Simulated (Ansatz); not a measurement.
```
CELL_PARAMETERS angstrom
      6.41678     0.25995     0.00000
     -2.98327     5.68707     0.00000
      0.00000     0.00000     5.22395
ATOMIC_POSITIONS crystal
  La 0.37513 0.12487 0.98777
  La 0.12487 0.37513 0.48777
  N  0.33463 0.16537 0.50906
  N  0.16537 0.33463 0.00906
  Al 0.34079 0.65321 0.00090
  Al 0.15921 0.84679 0.50090
  N  0.35679 0.73825 0.66343
  N  0.14321 0.76175 0.16343
  Al 0.84679 0.15921 0.00090
  Al 0.65321 0.34079 0.50090
  N  0.76175 0.14321 0.66343
  N  0.73825 0.35679 0.16343
  Al 0.84410 0.65590 0.02689
  Al 0.65590 0.84410 0.52689
  N  0.83030 0.66970 0.64842
  N  0.66970 0.83030 0.14842
```

Relaxed-ion tensors in this frame from LDA in Ansatz (an electronic-structure program). Proper piezoelectric stress tensor e (C/m²):

```
 0.00   0.00   0.00  -0.21   0.42   0.00
 0.00   0.00   0.00   0.18  -0.21   0.00
 0.44   0.35  -1.02   0.00   0.00  -0.08
```

Stiffness C (GPa):

```
 252   132  66.7   0.0   0.0  12.8
 132   276  84.0   0.0   0.0   8.4
66.7  84.0   332   0.0   0.0  15.0
 0.0   0.0   0.0  91.9   5.6   0.0
 0.0   0.0   0.0   5.6  85.5   0.0
12.8   8.4  15.0   0.0   0.0  63.5
```

The ordered cell is a computed model, not a synthesised structure.

Problem. Obtain the piezoelectric strain tensor d.

Solution. d = e S with S = C⁻¹, in pC/N:

```
 0.0   0.0   0.0  -2.6   5.1   0.0
 0.0   0.0   0.0   2.1  -2.6   0.0
 2.0   1.5  -3.8   0.0   0.0  -1.0
```
